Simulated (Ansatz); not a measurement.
## A computed series for PbS: response to strain

Take PbS in the rock salt structure (space group Fm-3m, No. 225) as the base.

```xyz
2
Lattice="0.0000 2.9514 2.9514 2.9514 0.0000 2.9514 2.9514 2.9514 0.0000" Properties=species:S:1:pos:R:3 pbc="T T T"
S      0.0000     0.0000     0.0000
Pb     2.9514     2.9514     2.9514
```

Cartesian axes are those of the cell as printed.

Strains are applied to the cell and any free atomic positions relax; under biaxial strain the out-of-plane vector relaxes too; under stress the whole cell relaxes.

Levels (all Ansatz, a first-principles code, PAW, earlier PAW set): PBEsol (420 eV, no spin-orbit coupling); r2SCAN (500 eV, no spin-orbit coupling); HSE06 (420 eV, no spin-orbit coupling).

Band gaps by level, all at the geometries relaxed with PBEsol:

```tsv
case	PBEsol	r2SCAN	HSE06
base	0.20 eV	0.56 eV	0.73 eV
biaxial strain −0.66 %, plane normal [001], relaxed out of plane	0.15 eV	0.51 eV	0.67 eV
isotropic strain +0.58 %	0.27 eV	0.63 eV	0.81 eV
isotropic strain +3.33 %	0.53 eV	0.90 eV	1.12 eV
strain tensor (xx, yy, zz, yz, xz, xy) = (+0.73, −0.91, −1.48, +0.45, −1.28, +0.61) %	zero	0.28 eV	–
uniaxial stress, 1 GPa compression along x	0.18 eV	0.54 eV	0.70 eV
```

Single points use the geometry relaxed with PBEsol. The hybrid gap comes from the SCF mesh plus the semilocal run's edge points and a few special points and is an upper bound. The mesh was chosen for an insulator and is coarse for the gapless case. Spin-orbit coupling, missing from the scalar runs, can matter with Pb. Beyond what the load breaks, stability against distortions was not tested. All final runs are without spin polarisation. The zero or small gap of PbS can change with the level of theory.
